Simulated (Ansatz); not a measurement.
Take Ge in the diamond structure (space group Fd-3m, No. 227; a = 5.622 Å) as the base. Axes: x, y, z lie along the cube axes.

Method: LDA/PAW in Ansatz (a first-principles code), no spin-orbit coupling.

Before the change:

| Item | Result |
|---|---|
| Shortest interatomic distance | 2.434 Å |
| Band gap | zero |

The change: tensor shear ε_xy = +1.43 % (engineering shear γ = 0.0286); the atoms relax in the strained cell.

**Question.** Predict the new shortest interatomic distance.

**Answer.** The shortest interatomic distance falls by 0.0099 Å, from 2.434 Å to 2.425 Å.

**Question.** How does this affect the largest internal atomic displacement?

**Answer.** The largest internal atomic displacement amounts to 0.011 Å.

**Question.** How does this affect the energy relative to the base?

**Answer.** The energy grows by 3.4 meV/atom.

**Question.** What happens to the band gap?

**Answer.** The band gap is still zero.

No phonon test of stability was made. The zero or small gap of Ge can change with the level of theory.
